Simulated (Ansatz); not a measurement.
Consider the following.

```yaml
crystal:
  lattice:
    - [4.10011, 0.00000, 0.00000]
    - [0.00000, 4.10011, 0.00000]
    - [0.00000, 0.00000, 7.99861]
  atoms:
    - { symbol: P, position: [0.00000, 0.00000, 0.00000] }
    - { symbol: N, position: [0.00000, 0.00000, 0.50000] }
    - { symbol: Cu, position: [0.50000, 0.00000, 0.00000] }
    - { symbol: Cu, position: [0.50000, 0.00000, 0.50000] }
    - { symbol: Cu, position: [0.00000, 0.00000, 0.27021] }
    - { symbol: Cu, position: [0.00000, 0.00000, 0.72979] }
    - { symbol: Cu, position: [0.00000, 0.50000, 0.00000] }
    - { symbol: Cu, position: [0.00000, 0.50000, 0.50000] }
```

No spin polarisation.

Computed with PBEsol, PAW, 420 eV (Ansatz, a program for electronic structure; no spin-orbit coupling). Γ-centred 8×8×4 mesh, Fermi–Dirac width 0.05 eV.

### Question
Predict the band gap and gap character.

### Answer
- Band gap = 0.18 eV
- Gap character (in this cell's own zone, which can be folded) = indirect, X → M

Each cell is one ordered arrangement of few atoms, which overstates ordering effects compared with a random alloy. Stability against distortions was not tested. The final runs are not spin-polarised. The cell was made from Cu3N by this change: x(P) = 0.5, 8 atoms, P4/mmm. The zero or small gap of Cu6PN can change with the level of theory.
